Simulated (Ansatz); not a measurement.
Structures of equal composition on the (110) surface of bcc Mo: a layer of Cr in place of the second plane; a layer of Cr in place of the third plane. The slabs share one bottom face, and each structure is named by its start. These are constructed structures in small cells; real faces may alloy, dewet or reconstruct in larger ones, and not all known structures of the face are among them. Slabs of about 11 Å, Fermi-Dirac smearing of 0.1 eV. Bottom of the slabs: a bare face, its two planes held. Relaxed from the named starts with such symmetry as they have, on meshes of like density; energies extrapolated to zero smearing; spin only where a row says so; no spin-orbit coupling, no U. Brackets mark spin-polarised runs, whose order is one that fits the cell.

The numbers are results of PBE (plane waves to 420 eV, PAW; Ansatz, a quantum-chemistry and plane-wave program), not measurements.

Q: Order them by energy per 1x1 cell (lowest first) at the level PBE.

A: a layer of Cr in place of the second plane (0.000 eV [spin start, no net moment]), a layer of Cr in place of the third plane (0.077 eV [spin start, no net moment])
